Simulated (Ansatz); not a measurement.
# Response to strain in LaAs

The reference is LaAs in the rock salt structure (space group Fm-3m, No. 225; a = 6.109 Å; relaxed with 0.1 eV smearing). Axes: x, y, z lie along the cube axes.

Strains are applied to the cell and any free atomic positions relax; under stress the whole cell relaxes.

Calculations: Kohn–Sham DFT with the PBEsol functional, run in Ansatz (a program for electronic structure) with PAW and 420 eV plane waves, spin-orbit coupling left out.

Candidates:
(a) isotropic strain +3.21 %
(b) uniaxial stress, 2 GPa tension along z
(c) isotropic strain −2.34 %
(d) tensor shear ε_xy = +0.72 %

Notes on the quantities. energy relative to the base: free energy F.

Question: Order them by energy relative to the base, lowest first.

Answer: (d) tensor shear ε_xy = +0.72 % (+0.5 meV/atom), (b) uniaxial stress, 2 GPa tension along z (+2.4 meV/atom), (c) isotropic strain −2.34 % (+33 meV/atom), (a) isotropic strain +3.21 % (+53 meV/atom)

Stability under load was not tested beyond the relaxation. The final runs are not spin-polarised.
